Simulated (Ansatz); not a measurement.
ScSi (Cmcm), PBEsol, DFPT electron-phonon coupling, linearised Boltzmann equation run with Ansatz (a quantum-chemistry and plane-wave program): phonon-limited resistivity 28.7 μΩ·cm at 300 K along y (a = (1.97, -4.91, 0.00) Å; b = (1.97, 4.91, 0.00) Å; c = (0.00, 0.00, 3.64) Å), 40.6 μΩ·cm at 400 K, current-weighted mean free path 10.1 nm, Drude plasma energy 2.90 eV.

Question: What Drude relaxation time do resistivity and plasma energy imply?

Answer: ω_p = 4.41e15 s⁻¹, so τ = 1/(ε₀ ω_p² ρ) = 20.3 fs, a damping ħ/τ of 32.5 meV.

Question: What is the classical skin depth at 10 GHz (nonmagnetic, μ₀ = 1.257×10⁻⁶ H/m)?

Answer: δ = √(ρ/(π f μ₀)) = 2700 nm.

Question: What temperature coefficient of resistance follows, and how does it compare with 1/T?

Answer: (ρ₄₀₀ − ρ₃₀₀)/(100 K × ρ₃₀₀) = 4.15×10⁻³ K⁻¹, against 1/T = 3.33×10⁻³ K⁻¹ for a resistivity proportional to T. It lies higher because phonons are still being populated at 300 K; impurities would add a constant and lower it.

A metal at this level (no band gap). Only scattering by harmonic phonons is included (no impurities, grain boundaries, electron-electron scattering or thermal expansion). Spin-orbit coupling is left out. The run warned that the eigensolver left some states short of its tolerance. Halving the electron mesh (24x24x24) moves the resistivity by up to 4 % at 300 K, the mean free path by up to 2 %. Smearing 0.20 eV; phonons on a 4x4x4 q mesh, which this run doesn't test.

Computed structure with no diffraction record at hand here (it may be known, metastable or hypothetical): ScSi (Cmcm).
